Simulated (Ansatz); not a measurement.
Consider the following.

```
GaN
1.0
    0.04455     2.22769     2.22769
    2.22769     0.04455     2.22769
    2.27224     2.27224     0.00000
Ga N
1 1
Direct
  0.00309   0.00309   0.99691
  0.24691   0.24691   0.25309
```

No spin polarisation.

Computed with plane-wave PAW DFT at the LDA level (Ansatz, a program for electronic structure, 420 eV), no spin-orbit coupling. Γ-centred 13×13×13 mesh, Fermi–Dirac width 0.05 eV.

### Question
Predict the gap character, pressure and valence-band top at Γ.

### Answer
- Gap character = direct at Γ
- Pressure (mean of the normal stresses, compression positive) = 0.08 GPa
- Valence-band top at Γ (three highest levels, from the VBM) = 0.00, -0.15, -0.28 eV

The cells carry an imposed strain or load. Whether these cells are dynamically stable was not tested. The cell was made from GaN in the zinc blende structure (space group F-43m, No. 216) by this change: tensor shear ε_xy = +2.00 %. This is not the structure that GaN has at room temperature and ambient pressure.
